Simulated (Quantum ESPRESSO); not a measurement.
A self-consistent single point of CdSe (P6_3mc, 4 atoms in the cell) with Quantum ESPRESSO.

Computed with PBE, GBRV 1.5 ultrasoft (PBE) pseudopotentials (plane waves; Quantum ESPRESSO 7.5).

The change in words: lattice scaled by 0.98. Reference geometry:
```
CELL_PARAMETERS angstrom
      4.34609     0.00000     0.00000
     -2.17305     3.76382     0.00000
      0.00000     0.00000     7.08984
ATOMIC_POSITIONS crystal
  Cd 0.66667 0.33333 0.49995
  Cd 0.33333 0.66667 0.99995
  Se 0.66667 0.33333 0.87591
  Se 0.33333 0.66667 0.37591
```

Reference input (self-consistent single point, DFT, PBE, plane waves, GBRV 1.5 ultrasoft (PBE) pseudopotentials): ecutwfc = 40 Ry; ecutrho = 200 Ry; occupations = fixed; potentials = {Cd: cd_pbe_v1.uspp.F.UPF, Se: se_pbe_v1.uspp.F.UPF}; K_POINTS = automatic 7 7 4 0 0 0; nbnd = 22; conv_thr = 1e-09 Ry. This run's input differs from it in these lines:

```diff
@@ -10,3 +10,3 @@
   ibrav = 0
-  celldm(1) = 8.2129194342
+  celldm(1) = 8.0486613803
   nat = 4
@@ -27,8 +27,8 @@
   -0.5000000000     0.8660254038     0.0000000000
-   0.0000000000     0.0000000000     1.6313146592
+   0.0000000000     0.0000000000     1.6313145443
 ATOMIC_POSITIONS bohr
-Cd    4.1064597171    2.3708656231    6.6982580409
-Cd    0.0000000000    4.7417312462   13.3971859746
-Se    4.1064597171    2.3708656231   11.7353159328
-Se    0.0000000000    4.7417312462    5.0363879991
+Cd    4.0243306901    2.3234484073    6.5642926911
+Cd    0.0000000000    4.6468968145   13.1292418772
+Se    4.0243306901    2.3234484073   11.5006092831
+Se    0.0000000000    4.6468968145    4.9356600971
 K_POINTS automatic
```

Output, abridged:

```
     Self-consistent Calculation

     iteration #  1     ecut=    40.00 Ry     beta= 0.70

     Threshold (ethr) on eigenvalues was too large:
     Diagonalizing with lowered threshold

     negative rho (up, down):  4.210E-02 0.000E+00

     total energy              =    -316.74331404 Ry
     estimated scf accuracy    <       0.18386142 Ry

     iteration #  2     ecut=    40.00 Ry     beta= 0.70

     negative rho (up, down):  4.333E-02 0.000E+00

     total energy              =    -316.80755135 Ry
     estimated scf accuracy    <       0.08848542 Ry

     iteration #  3     ecut=    40.00 Ry     beta= 0.70

     negative rho (up, down):  4.375E-02 0.000E+00

     total energy              =    -316.82424656 Ry
     estimated scf accuracy    <       0.00095985 Ry

   [... 5 blocks of this kind left out ...]

     iteration #  9     ecut=    40.00 Ry     beta= 0.70

     negative rho (up, down):  4.380E-02 0.000E+00

     total energy              =    -316.82473908 Ry
     estimated scf accuracy    <          4.4E-09 Ry

     iteration # 10     ecut=    40.00 Ry     beta= 0.70

     negative rho (up, down):  4.380E-02 0.000E+00
     End of self-consistent calculation

     highest occupied, lowest unoccupied level (ev):     5.7143    6.4164

!    total energy              =    -316.82473908 Ry
     estimated scf accuracy    <          3.9E-10 Ry

     convergence has been achieved in  10 iterations

     negative rho (up, down):  4.380E-02 0.000E+00

     Forces acting on atoms (cartesian axes, Ry/au):

     atom    1 type  1   force =     0.00000000    0.00000000    0.00049817
     atom    2 type  1   force =     0.00000000   -0.00000000    0.00049817
     atom    3 type  2   force =     0.00000000    0.00000000   -0.00049817
     atom    4 type  2   force =     0.00000000    0.00000000   -0.00049817

     Total force =     0.000996     Total SCF correction =     0.000001

     negative rho (up, down):  4.380E-02 0.000E+00
          total   stress  (Ry/bohr**3)                   (kbar)     P=       47.98
   0.00032602   0.00000000   0.00000000           47.96        0.00        0.00
   0.00000000   0.00032602   0.00000000            0.00       47.96        0.00
   0.00000000   0.00000000   0.00032634            0.00        0.00       48.01

   JOB DONE.
```

The run converged in 10 iterations. Against the reference run the free energy rises by 33.3 meV/atom, the pressure goes from 1.25 to 4.80 GPa, the largest force goes from 0.006 to 0.013 eV/Å and the gap on the mesh goes from 0.573 to 0.702 eV.

The starting cell comes from a database of computed structures (which also holds hypothetical and non-ambient phases and stackings), without a prior relaxation at this level. For this run, on top of that: lattice scaled by 0.98. With a pressure of about 5 GPa the cell is away from its equilibrium volume at this level.

Cost on one core of a shared machine: roughly 50 s.
